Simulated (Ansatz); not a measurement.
Results of PBEsol (PAW; Ansatz, a program for electronic structure) for MnN (F-43m, No. 216, 2 atoms in the cell; start mp-1009130).

Input:

Ansatz 0.2 input:
```yaml
crystal:
  lattice:
    - [0.0, 2.1015971716, 2.1015971716]
    - [2.1015971716, 0.0, 2.1015971716]
    - [2.1015971716, 2.1015971716, 0.0]
  atoms:
    - { symbol: Mn, position: [0.0, 0.0, 0.0] }
    - { symbol: N, position: [0.75, 0.75, 0.75] }
basis:
  ecutwfc: 520
  ecutrho_ratio: 4
  xc_grid: 2
kpoints:
  mp_grid: { grid: [22, 22, 22] }
hamiltonian:
  xc: pbesol
  dispersion: none
  pseudopotentials: { azcp: { folder: ./paw }, kind: paw }
scf:
  occupations: { method: fermi_dirac, width: 0.05 }
  convergence: { dr2_threshold: 0.0000000002 }
output:
  forces: true
  stress: true
  eigenvalues: true
```

From the output:

```
Crystal: 2 atoms, lattice volume = 18.564 Å³
Basis set: ecut = 520 eV, 531 PW (Γ), exchange–correlation on 48×48×48 points (8 copies of the dense FFT grid, shifted against one another)
Bands: 14, of which v1, the nominal top of the filled ones, is band 10 counted from 1 (9 counted from 0)
Symmetry: 24 space group operations
Space group: F-43m (ITA 216), of the structure as read, at distance tolerance 2.6e-5 Å
k-points: 328 of 10648 (time reversal used)
Initial density: superposition of atomic densities (chi_scale 0.1, normalization cell, long waves kept (reshape's long-wave potential 0.00 eV rms))
Functional: x = pbesol(κ = 0.804, μ = 0.12345679012345678), c = pbesol(β = 0.046)
SCF iter   1: F=—  HF=-4248.376746 eV  |F-HF|=—  |Δ(HF+E_count)|=         —  Δρ=9.16e-2  dr2=1.18e0
SCF iter   2: F=—  HF=-4248.148618 eV  |F-HF|=—  |Δ(HF+E_count)|=   2.28e-1  Δρ=3.42e-2  dr2=1.32e-1
  ...
SCF iter   6: F=—  HF=-4248.132734 eV  |F-HF|=—  |Δ(HF+E_count)|=   1.67e-6  Δρ=9.70e-6  dr2=1.34e-8
SCF iter   7: F=-4248.132734 eV  HF=-4248.132734 eV  |F-HF|=4.46e-11  |Δ(HF+E_count)|=  9.97e-10  Δρ=7.18e-7  dr2=6.43e-11
SCF 1 converged in 7 iterations: F = -4248.132734 eV  dr2 = 6.43e-11
SCF converged after 7 iterations
Free energy (F): -4248.132734 eV
Internal energy: -4248.125666 eV  (E = F + TS)
E sigma→0 (E₀):  -4248.129200 eV
Fermi energy:    15.465195 eV
--- Stress (GPa, compression-positive) ---
       -0.001983       0.000000      -0.000000
        0.000000      -0.001983      -0.000000
       -0.000000      -0.000000      -0.001983
  P = ⅓ Tr σ = -0.0020 GPa (-0.020 kbar)
```

The PAW data were made under PBE.

Note: the run has no spin polarisation, so it can have missed a magnetic state.

It cost roughly 8 core-seconds of CPU time.

A start named mp-… is a Materials Project structure, which need not be a measured phase.
